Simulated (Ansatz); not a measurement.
We consider LaN (model structure, within 0.1 Å of P4/nmm, No. 129, 8 atoms in the cell), described by r²SCAN0 in Ansatz (PAW).

Numerical settings: plane-wave cutoff 520 eV, 2×6×6 k mesh (along the axes of the cell as run), Fermi–Dirac smearing 0.01 eV, scalar-relativistic PAW data made under PBE.

Cell (relaxed with PBEsol):

LaN has the tetragonal space group P4/nmm, origin choice 1 (No. 129), Pearson symbol tP4. Lattice parameters: a = b = 3.707 Å, c = 5.268 Å, α = β = γ = 90.00°. La on 2c has 6 N at 2.537–2.732 Å (octahedral). N on 2c sees 6 La at 2.537–2.732 Å (octahedral). (Neighbours: up to the widest gap in distance over summed covalent radii, below 1.35, at either atom; cation-cation and far metal-metal contacts left out.)
(The calculation used a cell of 8 atoms; values per cell refer to that cell.)

**Question.** Estimate the band gap that the calculation returns.

**Answer.** 
band gap: 1.54 eV (on the SCF k mesh)

Note: cell and atoms aren't relaxed at this level (largest force component 0.14 eV/Å, pressure 3.4 GPa).

Spin–orbit coupling is not included.

Computing time: around 8 core-minutes (rough).

A model structure was made by putting elements into a prototype or built by hand; it is no filed structure, need not be a known phase, and can be a saddle point held by its symmetry.

Ansatz is a first-principles code.
